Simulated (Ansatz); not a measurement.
# Several settings converged on Te (C2, 3 atoms in the cell)

```
CELL_PARAMETERS angstrom
      2.21885    -3.84316     0.00000
      2.21885     3.84316     0.00000
      0.00000     0.00000     5.90035
ATOMIC_POSITIONS crystal
  Te 0.00000 0.26300 0.66667
  Te 0.74827 0.74827 0.00000
  Te 0.26300 0.00000 0.33333
```

Base method: LDA (PW92), default PAW files made with PBE (plane waves; Ansatz, a program for electronic structure).

Base settings: basis.ecutwfc = 420 eV; kpoints.mp_grid.grid = 6 6 3; hamiltonian.xc = lda; hamiltonian.pseudopotentials = {kind: paw} (the program's default PAW files); scf.occupations.method = fermi_dirac; scf.occupations.width = 0.02 eV.

The count of work is k-points × plane waves × bands × iterations; it is no time. 

**The cutoff for other potential files**

Level: DFT, LDA (PW92), plane waves, harder PAW files (source: ansatz) made with PBE.

In this ladder: hamiltonian.pseudopotentials = {kind: paw, source: ansatz}.

The second cell is the first with its lattice scaled by 0.98.

The mesh stays at the base's, so the ladder's end is converged at best in this setting alone.

The first pressure column holds Ansatz's estimate of the finite-basis (Pulay) stress, which hides part of the cutoff error; the other is without it.

Only quantities that move along the ladder and can be compared are tabulated.

```tsv
basis.ecutwfc	free energy less the last step's (meV/atom)	energy of the compressed cell less the first (meV/atom)	pressure (GPa)	pressure without the Pulay estimate (GPa)	largest difference of a force vector from the last step's (eV/Å)	count of work / last
290 eV	22402.43	140.50	-1.58	-426.02	0.119	0.11
350 eV	6146.88	41.02	-0.76	-157.19	0.059	0.14
450 eV	466.19	21.28	-0.24	-19.98	0.005	0.21
545 eV	15.91	18.51	-0.19	-1.37	0.000	0.28
640 eV	0.90	18.67	-0.18	-0.19	0.000	0.35
770 eV	0.80	18.67	-0.18	-0.18	0.000	0.46
960 eV	0.20	18.67	-0.18	-0.19	0.000	0.65
1280 eV	0.00	18.67	-0.18	-0.18	0.000	1.0
```

Coarsest basis.ecutwfc that holds the pressure within 0.1 GPa of the last step, with all finer ones: 450 eV, at 0.21 of the last step's count of work; the step before is off by 0.58 GPa.

Coarsest basis.ecutwfc that holds the pressure without the Pulay estimate within 1 GPa of the last step, with all finer ones: 640 eV, at 0.35 of the last step's count of work; the step before is off by 1.2 GPa.

Coarsest basis.ecutwfc that holds the free energy within 1 meV/atom of the last step, with all finer ones: 640 eV, at 0.35 of the last step's count of work; the step before is off by 16 meV/atom.

The energy difference between the two cells stays within 1 meV/atom of the last step's from 545 eV on, the total only from 640 eV on: much of the error is common to both cells and cancels.

At the lowest cutoff the pressure without the Pulay estimate lies 426 GPa under the last step's, the usual sign of Pulay stress in an incomplete plane-wave basis.

**The relaxed cell against the cutoff**

On Te (P3_121, 3 atoms in the cell): atoms on their sites.

In this ladder: relax = cell and atoms.

The mesh stays at the base's, so the ladder's end is converged at best in this setting alone.

Only quantities that move along the ladder and can be compared are tabulated.

```tsv
basis.ecutwfc	relaxed volume (Å³/atom)	relaxation steps
250 eV	31.199	91
295 eV	31.373	20
355 eV	31.416	6
420 eV	31.388	6
505 eV	31.379	6
630 eV	31.379	6
840 eV	31.378	6
```

Coarsest basis.ecutwfc that holds the relaxed volume within 0.063 Å³/atom of the last step, with all finer ones: 295 eV; the step before is off by 0.18 Å³/atom.

At the lowest cutoff the cell relaxes to a volume 0.6 % smaller than at the highest. Ansatz relaxes on a stress corrected for the finite basis.

On the base run: the starting cell has typed, rounded lattice constants, without a prior relaxation at this level. Its lattice was rescaled by up to half a per cent. One atom was moved a little off its site on purpose.

Left out of this page: 1 run of the series failed or unconverged.

Keys are those of Ansatz 0.2.
